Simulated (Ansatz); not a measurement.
```yaml
crystal:
  lattice:
    - [4.05072, 0.00010, 0.02497]
    - [0.00014, 4.05008, -0.12156]
    - [-0.15785, -1.21414, 26.80320]
  atoms:
    - { symbol: Al, position: [0.00404, 0.90684, 0.18261] }
    - { symbol: Al, position: [0.50390, 0.35128, 0.07600] }
    - { symbol: Al, position: [0.00358, 0.01333, 0.39670] }
    - { symbol: Al, position: [0.50356, 0.45956, 0.28967] }
    - { symbol: Al, position: [0.50237, 0.56629, 0.50332] }
    - { symbol: As, position: [0.00385, 0.37994, 0.12902] }
    - { symbol: As, position: [0.50067, 0.82458, 0.02253] }
    - { symbol: As, position: [0.00346, 0.48675, 0.34320] }
    - { symbol: As, position: [0.50390, 0.93281, 0.23613] }
    - { symbol: As, position: [0.00225, 0.59292, 0.55690] }
    - { symbol: As, position: [0.50341, 0.03995, 0.45030] }
    - { symbol: Pd, position: [0.00185, 0.65515, 0.68259] }
    - { symbol: Pd, position: [0.50185, 0.15595, 0.68423] }
    - { symbol: Pd, position: [0.50209, 0.61965, 0.61065] }
    - { symbol: Pd, position: [0.00213, 0.11911, 0.60951] }
    - { symbol: Pd, position: [0.00169, 0.72580, 0.82518] }
    - { symbol: Pd, position: [0.50166, 0.22587, 0.82507] }
    - { symbol: Pd, position: [0.50175, 0.69060, 0.75403] }
    - { symbol: Pd, position: [0.00172, 0.19104, 0.75487] }
    - { symbol: Pd, position: [0.00101, 0.79801, 0.97008] }
    - { symbol: Pd, position: [0.50138, 0.29755, 0.96882] }
    - { symbol: Pd, position: [0.50161, 0.76165, 0.89710] }
    - { symbol: Pd, position: [0.00158, 0.26069, 0.89523] }
```

The first 11 atoms are the substrate (AlAs-zb), the rest the film (Pd).

Computed with PBE (plane waves to 420 eV, PAW; Ansatz, a quantum-chemistry and plane-wave program). Scalar-relativistic, without spin–orbit coupling; the runs are not spin-polarised; PBE gaps are too small against experiment. Its k-point mesh 8×8×1, Fermi–Dirac width 0.05 eV.

Problem. Describe the bonding at the interfaces and give the barriers.

Solution. A periodic stack without vacuum, fcc Pd (0 0 1) on zinc-blende AlAs (0 0 1) (film strained to the substrate, started from cuts of the bulks and a machine-learned relaxation; slabs Al5As6 and Pd12, which can lie off the formulas): substrate slab Al5As6, film Pd12, surface cells [[1, 0], [1, 1]] and [[0, -1], [2, 1]], film strained by +2.7 and +2.7 %, outermost planes As/As and Pd/Pd as cut, which need not be the usual terminations and can put a slab off its formula.
The interface area comes out as 16.4 Å². The period is 26.76 Å and the heights between the nearest atoms of the two slabs at the two interfaces comes out as 1.41 and 1.40 Å. The As–Pd contacts across the interfaces within 1.22 times the sum of covalent radii comes out as 8, mean 2.47 Å and the Al–Pd contacts across the interfaces within 1.22 times the sum of covalent radii is 2, mean 2.87 Å. The hole barrier (PBE) comes out as 0.95 eV and the electron barrier (PBE) is 0.55 eV.
